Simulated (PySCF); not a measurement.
PySCF 2.14.0, PBE0/def2-svp: C[N]([SiH3])[GeH3], 13 atoms. The geometry is a generated start, not checked to be a minimum at this level.

| Item | Value |
|---|---|
| task | energy and gradient |
| method | pbe0 |
| basis | def2-svp |
| mol.max_memory | 7000 MB |
| mf.init_guess | minao (default) |
| mf.DIIS | CDIIS (default) |
| mf.diis_space | 8 (default) |
| mf.conv_tol | 1e-09 (default) |
| mf.grids.level | 3 (default) |
| basis functions (reference run) | 123 |
| grid points (reference run) | 156112 |

```xyz
13

Si    -0.6572     1.6001     0.0251
N     -0.0768    -0.0250    -0.0411
C     -1.0475    -1.1018     0.0677
Ge     1.6881    -0.4957    -0.0907
H     -1.8398     1.6701    -0.8428
H     -1.0416     1.9798     1.3939
H      0.4333     2.4449    -0.4585
H     -1.9398    -0.8648    -0.5156
H     -0.6264    -2.0367    -0.3089
H     -1.3616    -1.2620     1.1043
H      1.8545    -1.7514     0.7152
H      2.1070    -0.7831    -1.5104
H      2.5079     0.6255     0.4618
```

The reference run uses exact four-centre integrals. One run each, on a shared machine, so no times are given.

Settings tried, all else as in the reference:
- density fitting of J alone, exact K
- density fitting, auxbasis = autoaux
- density fitting
- density fitting, auxbasis = def2-universal-jfit

Question: Which settings reproduce the reference to 1.0 meV/atom in energy, 10 meV/Å in forces (largest component)?

Answer: Within it: density fitting, auxbasis = autoaux; density fitting; density fitting of J alone, exact K. Outside: density fitting, auxbasis = def2-universal-jfit.

| setting | energy against the reference | difference in forces (largest component) |
|---|---|---|
| density fitting, auxbasis = autoaux | +0.058 meV/atom | 1.1 meV/Å |
| density fitting | −0.20 meV/atom | 2.2 meV/Å |
| density fitting of J alone, exact K | −0.34 meV/atom | 2.4 meV/Å |
| density fitting, auxbasis = def2-universal-jfit | +10000 meV/atom | 890 meV/Å |

Total energies are compared; such shifts often cancel in part in energy differences. def2-universal-jfit is made for Coulomb alone and misses functions that exchange needs. Also tried and not ranked: density fitting, auxbasis = def2-universal-jkfit (same energy as a listed run); COSX exchange (sgx_fit, pjs) with fitted J, mf.with_df.grids_level_i = 1, mf.with_df.grids_level_f = 1 (gradient came out as NaN); COSX exchange (sgx_fit, pjs) with fitted J, mf.with_df.grids_level_i = 1, mf.with_df.grids_level_f = 2 (default) (gradient came out as NaN); COSX exchange (sgx_fit, pjs) with fitted J, mf.with_df.grids_level_i = 1, mf.with_df.grids_level_f = 3 (gradient came out as NaN); COSX exchange (sgx_fit, pjs) with fitted J, mf.with_df.grids_level_i = 1, mf.with_df.grids_level_f = 4 (gradient came out as NaN). The tolerance is a choice made for this comparison.
